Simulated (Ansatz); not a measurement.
Ansatz (a program for electronic structure) run on Bi₂Te₂Se (R3m, 5 atoms in the cell): self-consistent single point.

Level of theory: LDA (PW92), default PAW files made with PBE (plane waves; Ansatz).

```yaml
crystal:
  lattice:
    - [2.16745, 1.25138, 10.61733]
    - [-2.16745, 1.25138, 10.61733]
    - [0.00000, -2.50276, 10.61733]
  atoms:
    - { symbol: Bi, position: [0.60985, 0.60985, 0.60985] }
    - { symbol: Bi, position: [0.39172, 0.39172, 0.39172] }
    - { symbol: Te, position: [0.21960, 0.21960, 0.21960] }
    - { symbol: Te, position: [0.78040, 0.78040, 0.78040] }
    - { symbol: Se, position: [0.00000, 0.00000, 0.00000] }
```

Reference input (self-consistent single point, DFT, LDA (PW92), plane waves, default PAW files made with PBE): basis.ecutwfc = 420 eV; kpoints.mp_grid.grid = 3 3 3; hamiltonian.xc = lda; hamiltonian.pseudopotentials = {kind: paw} (the program's default PAW files); scf.occupations.method = fixed. This run's input differs from it in these lines:

Ansatz 0.2 input:
```diff
@@ -12,3 +12,3 @@
 basis:
-  ecutwfc: 420.0
+  ecutwfc: 735.0
 kpoints:
```

Log, with long lists cut:

```
SCF iter   1: F=—  HF=-43210.541526 eV  |F-HF|=—  |Δ(HF+E_count)|=         —  Δρ=4.18e-3  dr2=3.89e-2  ethr=1.77e-3  ⟨swp⟩=5.0  Hψ=946  notcnv=0  defer=30
all-band conjugate gradients solve this SCF's bands
preconditioner: auto → Resta (q_TF=auto, 2.390 Å⁻¹)
SCF iter   2: F=—  HF=-43210.530953 eV  |F-HF|=—  |Δ(HF+E_count)|=   1.06e-2  Δρ=2.21e-3  dr2=7.06e-3  ethr=4.99e-5  ⟨swp⟩=3.5  Hψ=438  notcnv=0  defer=34
   [... lines left out ...]
SCF iter   5: F=—  HF=-43210.529307 eV  |F-HF|=—  |Δ(HF+E_count)|=   5.67e-5  Δρ=8.10e-5  dr2=1.31e-5  ethr=3.63e-7  ⟨swp⟩=2.0  Hψ=505  notcnv=0  defer=27
SCF iter   6: F=—  HF=-43210.529384 eV  |F-HF|=—  |Δ(HF+E_count)|=   7.79e-5  Δρ=1.91e-5  dr2=7.65e-7  ethr=1.67e-8  ⟨swp⟩=2.0  Hψ=502  notcnv=0  defer=14
SCF iter   7: F=—  HF=-43210.529385 eV  |F-HF|=—  |Δ(HF+E_count)|=   1.25e-7  Δρ=6.49e-6  dr2=1.15e-7  ethr=1.28e-10  ⟨swp⟩=14.2  Hψ=1653  notcnv=0
SCF iter   8: F=-43210.529385 eV  HF=-43210.529385 eV  |F-HF|=2.94e-9  |Δ(HF+E_count)|=   2.30e-8  Δρ=1.88e-6  dr2=1.61e-8  ethr=1.28e-10  ⟨swp⟩=4.8  Hψ=879  notcnv=0
SCF 1 converged in 8 iterations: F = -43210.529385 eV  dr2 = 1.61e-8
Free energy (F): -43210.529385 eV
Internal energy: -43210.529385 eV  (E = F + TS)
E sigma→0 (E₀):  -43210.529385 eV
Fermi energy:    7.484743 eV
--- Forces (eV/Å), atoms counted from 1 ---
  atom   1  Bi     0.00000000    -0.00000001    -0.48763737
  atom   2  Bi    -0.00000000     0.00000000     0.25102687
  atom   3  Te    -0.00000000     0.00000001     0.55916378
  atom   4  Te     0.00000000    -0.00000001    -0.37872713
  atom   5  Se    -0.00000000     0.00000000     0.05615249
--- Stress (GPa, compression-positive) ---
       -2.711166      -0.000000       0.000000
       -0.000000      -2.711166      -0.000000
        0.000000      -0.000000      -3.947033
  P = ⅓ Tr σ = -3.1231 GPa (-31.231 kbar)
  The stress holds the Pulay correction. Without it, at fixed plane waves, as pw.x and ABINIT print it: P = -3.1241 GPa
```

The run converged in 8 iterations. Against the reference run the free energy drops by 1.3 meV/atom, the pressure stays at -3.12 GPa, the largest force stays at 0.559 eV/Å and the gap on the mesh hardly changes (0.410 to 0.409 eV).

The starting cell comes from a database of computed structures (which also holds hypothetical and non-ambient phases and stackings), without a prior relaxation at this level. Its lattice was rescaled by up to half a per cent. One atom was moved a little off its site on purpose. Spin-orbit coupling is off. Ansatz's pressure includes its estimate of the finite-basis (Pulay) stress.
